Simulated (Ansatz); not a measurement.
Gap of an armchair MoS2 nanoribbon, N = 8, bare edges at several levels, all on one geometry.

Levels: PBE (plane waves to 420 eV, PAW; Ansatz, an electronic-structure program); Ansatz with PBE with spin-orbit coupling; r2SCAN (plane waves to 500 eV, PAW; Ansatz); HSE06 in Ansatz. Unmarked values and the geometry are of the first. Mesh 1×1×6. No spin polarisation, so a magnetic state wasn't tested. One-dimensional cell, images about 11 Å apart. An idealised model, cut from the flat sheet. It keeps the symmetry and period of its start, so it need not be a minimum against all distortions. Values not marked SOC lack spin–orbit coupling. HSE06 ran on a 1×1×4 mesh and at PBE's edge points.

```csv
level,gap (eV)
PBE,0.55
PBE+SOC,[?]
r2SCAN,0.72
HSE06,1.21
```

Problem. Fill in the missing entries.

Solution. 
- PBE+SOC, gap (eV): 0.55
